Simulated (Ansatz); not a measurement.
The starting structures come from a database of crystals and need not be the phases stable at ambient conditions.

The decay constant κ of evanescent states in the gap governs leakage through a thin film.

```
HgK4P2
1.0
    5.67018     0.00000     0.00000
    2.83509     9.17245     0.00000
    2.83509     0.87629     4.83170
K Hg P
4 1 2
Cartesian
  2.83509   3.64336   1.00277
  8.50527   6.40538   3.82893
  5.67018   7.94655   1.88588
  5.67018   2.10219   2.94582
  0.00000   0.00000   0.00000
  2.83509   6.81711   0.42717
  8.50527   3.23163   4.40453
```

The cell is taken as given.

Transport runs along the normal of the first two printed cell vectors, the (101) plane of the conventional cell.

The gap is the functional's own. No spin-orbit coupling. Mid-gap values are those at the computed energy nearest the middle.

**Question.** Predict the band gap and the smallest decay constant κ at mid-gap from r2SCAN run with Ansatz (an electronic-structure program).

**Answer.** Gap 1.29 eV on a 6×6×6 mesh; κ = 0.206 1/Å, at the zone centre.
